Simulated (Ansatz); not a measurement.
An ideal cubic perovskite cell is held by its symmetry; such compounds can tilt or shift off centre at room temperature. The cell is built on a prototype and need not be the phase stable at ambient conditions.

The decay constant κ of evanescent states in the gap governs leakage through a thin film.

```
CELL_PARAMETERS angstrom
      4.00174     0.00000     0.00000
      0.00000     4.00174     0.00000
      0.00000     0.00000     4.00174
ATOMIC_POSITIONS crystal
  Mg 0.00000 0.00000 0.00000
  Sn 0.50000 0.50000 0.50000
  O  0.00000 0.50000 0.50000
  O  0.50000 0.50000 0.00000
  O  0.50000 0.00000 0.50000
```

Space group of this cell: Pm-3m, cubic perovskite. The cell was relaxed by PBE-D3(BJ); by PBEsol its mean pressure is -1.8 GPa.

Transport runs along the normal of the first two printed cell vectors.

The gap is the functional's own, uncorrected, and κ follows it; spin-orbit coupling is left out. Mid-gap values are interpolated between the computed energies.

Problem. Predict the band gap and the smallest decay constant κ at mid-gap from PBEsol (Ansatz, a quantum-chemistry and plane-wave program).

Solution. Gap 0.91 eV on a 8×8×8 mesh; κ = 0.142 1/Å, at the zone centre.
